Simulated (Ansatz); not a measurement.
## MgO: energy against volume

MgO (rock salt, Fm-3m, 8.993 Å³/atom and stress up to 0.01 GPa in the relaxed cell, cube axes along x, y and z) under an equal strain ε along all three axes. LDA in Ansatz, a plane-wave DFT program (PAW, default set), 420 eV, 14×14×14 Γ-centred mesh, Fermi-Dirac smearing 0.05 eV; ions are relaxed, or left where forces stay under 0.02 eV/Å, within the symmetry of each cell.

Here V stands for volume and E for E less E0.

```csv
volume (Å³/atom),E less E0 (meV/atom),pressure (GPa)
8.4646,18.56,11.85
8.5948,10.27,8.58
8.7264,4.52,5.52
8.8593,1.09,2.67
8.9935,0.00,-0.01
9.1291,1.10,-2.51
9.2660,4.23,-4.85
9.4043,9.41,-7.03
9.5440,16.44,-9.07
9.8274,?,?
```

Taking the third-order Birch-Murnaghan form, a cubic in V^(-2/3) for E over the 9 complete rows: With u = V^(-2/3) - 0.231, the rows have u = 0.009766, 0.007329, 0.004926, 0.002561, 0.000232, -0.002064, -0.004324, -0.006552, -0.008748. Least squares gives E = 0.018 - 96.61·u + 203947·u² + 36880·u³. Residuals (row less fit): 0.000, -0.009, 0.025, -0.019, -0.007, 0.014, -0.016, 0.014, -0.006; standard error 0.019 (degrees of freedom: 5). Its minimum lies at u = 0.000237, so V0 = (0.231237)^(-3/2) = 8.993. There d²E/du² = 407900 and d³E/du³ = 221300, so B0 = (4/9) × 8.993^(-7/3) × 407900 × 0.160218 = 173 GPa (the last factor turns the table's units into GPa), and B0' = 4 + (2/3) × 0.231237 × (221300)/407900 = 4.1. B0' rests on the cubic coefficient alone and has a standard error of 0.1 from these residuals.

Q: What does the fit predict for E at V = 9.8274, and how far is the calculated value from it?

A: u = -0.013041, so E = 0.018 - 96.61 × (-0.013041) + 203947 × (-0.013041)² + 36880 × (-0.013041)³ = 35.881 meV/atom. The calculation gives 35.76 meV/atom, 0.121 meV/atom below the prediction (0.3 % of the range of E in the table). The row lies outside the fitted rows, so this is an extrapolation. From the scatter of the fitted rows alone, a prediction at this place has a standard error of 0.076 meV/atom, so the miss is 1.6 times that.

Other structures, which can take over under pressure, weren't tried. The same form fitted to the pressure column gives B0' = 4.2; series where the two differ by over 0.4 aren't shown. Rows are the converged runs of the series near zero and its far end, less any whose ions stayed unrelaxed beside relaxed ones; series whose fitted rows scatter by over a few per cent of the range, as at a crossing or softening among them, aren't shown in this form.
